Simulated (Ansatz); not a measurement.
For CsCl-type AgCl (model structure), LDA in Ansatz (plane waves, PAW) gives:

| Item | Value |
|---|---|
| lattice constant a | 3.277 Å |
| formation enthalpy | -0.379 eV/atom |

Problem. What does r²SCAN (Ansatz, a quantum-chemistry and plane-wave program, plane waves, PAW) give for the same quantities?

Solution. 
- lattice constant a: 3.395 Å (grows by 3.6 %)
- formation enthalpy: -0.520 eV/atom (moves by -0.141 eV/atom)

Changes are worked out from the printed values.

Unless a cell is named, each level is at its own relaxed cell (LDA 17.60, r²SCAN 19.56 Å³/atom).

Ansatz's density-functional and Hartree–Fock values are scalar-relativistic unless marked +SOC, with PAW data made under PBE.

A model structure was made by putting elements into a prototype or built by hand; it is no filed structure, need not be a known phase, and can be a saddle point held by its symmetry.
